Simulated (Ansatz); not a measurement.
## Several settings converged on a (001) slab of PbO (cut from a parent of space group no. 129; 8 atoms in the cell)

```
CELL_PARAMETERS angstrom
      3.99194     0.00000     0.00000
      0.00000     3.99194     0.00000
      0.00000     0.00000    21.40152
ATOMIC_POSITIONS crystal
  Pb 0.50000 0.00000 0.32708
  Pb 0.00000 0.50000 0.43766
  O  0.50000 0.50000 0.38237
  O  0.00000 0.00000 0.38237
  Pb 0.50000 0.00000 0.56234
  Pb 0.00000 0.50000 0.67292
  O  0.50000 0.50000 0.61763
  O  0.00000 0.00000 0.61763
```

Base method: PBE (plane waves, PAW; Ansatz, an electronic-structure program).

Base settings: basis.ecutwfc = 420 eV; kpoints.mp_grid.grid = 6 6 1; hamiltonian.xc = pbe; hamiltonian.pseudopotentials = {kind: paw} (the program's default PAW files); scf.occupations.method = fermi_dirac; scf.occupations.width = 0.02 eV.

The count of work is k-points × plane waves × bands × iterations; it is no time. Core times come from one kind of shared machine, to one figure; runs under 30 s give none.

**The k-point mesh**

Only quantities that move along the ladder and can be compared are tabulated.

```csv
kpoints.mp_grid.grid,free energy less the last step's (meV/atom),largest difference of a force vector from the last step's (eV/Å),gap on the mesh (eV),count of work / last
2 2 1,12.28,0.092,2.029,0.076
3 3 1,0.81,0.046,2.244,0.067
4 4 1,0.55,0.003,2.035,0.13
5 5 1,0.04,0.001,2.245,0.13
6 6 1,0.01,0.000,2.032,0.22
7 7 1,-0.01,0.000,2.205,0.22
8 8 1,-0.01,0.000,2.020,0.33
10 10 1,0.00,0.000,2.021,0.47
11 11 1,0.01,0.000,2.098,0.47
13 13 1,-0.01,0.000,2.076,0.62
16 16 1,0.00,0.000,2.020,1.0
```

Coarsest kpoints.mp_grid.grid that holds the forces within 0.01 eV/Å of the last step, with all finer ones: 4 4 1, at 0.13 of the last step's count of work; the step before is off by 0.046 eV/Å.

Coarsest kpoints.mp_grid.grid that holds the free energy within 0.5 meV/atom of the last step, with all finer ones: 5 5 1, at 0.13 of the last step's count of work; the step before is off by 0.55 meV/atom.

The gap on the mesh jumps up and down from mesh to mesh; it is no smooth measure of convergence.

**The depth of the slab**

On a (001) slab of PbO (cut from a parent of space group no. 129; 4 atoms in the cell), and deeper slabs.

The mesh stays at the base's, so the ladder's end is converged at best in this setting alone.

Only quantities that move along the ladder and can be compared are tabulated.

```csv
atoms,gap on the mesh (eV),count of work / last,core time / last (rough)
4,2.585,0.058,–
8,2.032,0.15,–
12,1.668,0.32,–
16,1.512,0.51,0.4
20,1.433,0.73,0.7
24,1.387,1.0,1
```

Smallest size that holds the gap on the mesh within 0.1 eV of the last step, with all finer ones: 20; the step before is off by 0.13 eV.

On the base run: the starting cell has typed, rounded lattice constants, without a prior relaxation at this level. The slab is cut from that crystal, and its faces are unrelaxed. Its lattice was rescaled by up to half a per cent. Spin-orbit coupling is off. Spin polarisation is off, though cut faces can carry moments; a gap of a slab can lie between surface states.

Keys are those of Ansatz 0.2.
